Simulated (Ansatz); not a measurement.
Base system: K2S in the anti-fluorite structure (space group Fm-3m, No. 225; a = 7.3360 Å). Axes: x, y, z lie along the cube axes.

Now apply this change: tensile biaxial strain of 1.25 % in the plane normal to [111], as in epitaxy on a mismatched substrate; the out-of-plane cell vector and the atoms relax.

Method: Ansatz (a program for electronic structure), PBEsol, PAW, cutoff 420 eV, no SOC.

### Question
Give the band edges at the high-symmetry points of the new zone, measured from its valence-band maximum.

### Answer
| point | valence edge (eV) | conduction edge (eV) |
|---|---|---|
| Γ | -0.20 | 2.30 |
| T | -0.10 | 4.62 |
| H₂ | -0.03 | 3.62 |
| H₀ | -0.03 | 3.62 |
| L | -0.07 | 4.65 |
| S₀ | -0.02 | 3.62 |
| S₂ | -0.02 | 3.62 |
| F | 0.00 | 3.41 |

The gap is 2.30 eV, indirect, F → Γ.

Whether these cells are dynamically stable was not tested. k-point labels follow each cell's own Brillouin zone.
